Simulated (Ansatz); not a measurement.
System: MgO (Pm-3n, No. 223, 12 atoms in the cell; start mp-1101930; a measured phase of this formula has another space group). Method: LDA (Ansatz, a program for electronic structure, PAW).

Numerical settings: plane-wave cutoff 520 eV, 6×6×6 k mesh, Fermi–Dirac smearing 0.01 eV, scalar-relativistic PAW data made under PBE.

Cell (relaxed with PBEsol):

```cif
data_Mg6O6
_chemical_formula_sum 'Mg6 O6'
_space_group_name_H-M_alt 'P 1'
_space_group_IT_number 1
_cell_length_a 5.59042
_cell_length_b 5.59042
_cell_length_c 5.59042
_cell_angle_alpha 90.000
_cell_angle_beta 90.000
_cell_angle_gamma 90.000
loop_
_space_group_symop_operation_xyz
  'x, y, z'
loop_
_atom_site_label
_atom_site_type_symbol
_atom_site_fract_x
_atom_site_fract_y
_atom_site_fract_z
_atom_site_occupancy
Mg1 Mg 0.25000 0.00000 0.50000 1
Mg2 Mg 0.75000 0.00000 0.50000 1
Mg3 Mg 0.50000 0.75000 0.00000 1
Mg4 Mg 0.50000 0.25000 0.00000 1
Mg5 Mg 0.00000 0.50000 0.75000 1
Mg6 Mg 0.00000 0.50000 0.25000 1
O1 O 0.25000 0.50000 0.00000 1
O2 O 0.75000 0.50000 0.00000 1
O3 O 0.00000 0.75000 0.50000 1
O4 O 0.00000 0.25000 0.50000 1
O5 O 0.50000 0.00000 0.75000 1
O6 O 0.50000 0.00000 0.25000 1
```

Task: Give the computed band gap.

Result: 
- band gap: 2.79 eV (direct)

Note: cell and atoms aren't relaxed at this level (pressure -3.6 GPa).

Computed values are for the static lattice.

A start named mp-… is a Materials Project structure, which need not be a measured phase.
